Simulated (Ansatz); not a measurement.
The starting structures come from a database of crystals and need not be the phases stable at ambient conditions.

 Where the default PAW files enter, the runs use the earlier of Ansatz's two default sets.

## Evanescent states of ScTl(MoO4)2 (P-3m1, not sure to be the ambient phase, 12 atoms a cell, 19.3 Å³ an atom, -2 GPa at this level) along the normal of (001)

Calculation: r2SCAN (plane waves, PAW; Ansatz, an electronic-structure program).

The gap is the functional's own, uncorrected, and κ follows it; spin-orbit coupling is left out. Mid-gap values are interpolated between the computed energies.

Energies count from the valence-band top; κ is the least over a 6×6 mesh across the current.

```tsv
E (eV)	κ (1/Å)	where
0.10	0.235	Γ
0.28	0.278	Γ
0.47	0.310	Γ
0.67	0.336	Γ
0.85	0.357	Γ
1.04	?	Γ
1.24	?	Γ
1.43	?	Γ
1.61	0.409	Γ
1.80	0.416	Γ
2.00	0.421	Γ
2.19	?	Γ
2.38	?	Γ
2.56	?	Γ
2.75	?	Γ
2.94	?	Γ
3.13	0.421	Γ
3.33	0.416	Γ
3.52	0.409	Γ
3.71	0.401	Γ
3.90	0.351	Γ
```

Q: What belongs in the gaps?

A: 
- 1.04, κ (1/Å): 0.374
- 1.24, κ (1/Å): 0.388
- 1.43, κ (1/Å): 0.400
- 2.19, κ (1/Å): 0.425
- 2.38, κ (1/Å): 0.427
- 2.56, κ (1/Å): 0.428
- 2.75, κ (1/Å): 0.427
- 2.94, κ (1/Å): 0.425
